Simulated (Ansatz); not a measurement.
The reference is WS$_{2}$ (space group P6_3/mmc, No. 194; a = 3.154 Å, c = 12.141 Å; layered, stacked along the Cartesian z axis).

Calculations: PBE-D3(BJ) (Ansatz, a program for electronic structure; PAW; 420 eV plane waves; spin-orbit coupling left out).

For the base:

Band gap: 0.88 eV
Pressure: 0.00 GPa

Modification: the cell is scaled by 0.9940 in all directions; the atoms relax in the strained cell.

Question: How does this affect the band gap, pressure and energy relative to the base?

Answer: The band gap decreases by 0.03 eV (0.88 eV → 0.85 eV); the pressure (mean of the normal stresses, compression positive) goes from zero to 1.50 GPa; the energy goes up by 1.4 meV/atom.

Spin-orbit coupling, missing from the scalar runs, can matter with W. Whether these cells are dynamically stable was not tested.
